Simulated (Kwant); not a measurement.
System: wire with a row of barriers in a CdTe two-dimensional gas. Effective mass 0.096 mₑ, grid spacing 3 nm, hard walls, nominal width 60 nm (19 grid rows, so walls 60 nm apart), one parabolic valley, scattering region 300 nm long along x; energies count from the band bottom; Fermi energy swept from 0.00087044 to 0.010336 eV. 2 barrier(s) across the wire, height 0.061 eV, thickness 12 nm (about 4 grid columns), spaced by 36 nm.

Constants are typed, rounded textbook-type inputs, not results; the design itself was drawn at random and stands for no fabricated device.

Model: effective-mass tight-binding model on a square grid, one spin, coherent transport at 0 K (Kwant). Conductance is in e²/h.

Q: How many channels do the leads carry at E = 5.10, 6.94, 7.36 meV?

A: The hard-wall thresholds are n² ħ²π²/(2mW²) = n² × 1.09 meV with W = 60 nm. √(5.10/1.09) = 2.16, so 2. √(6.94/1.09) = 2.53, so 2. √(7.36/1.09) = 2.60, so 2.
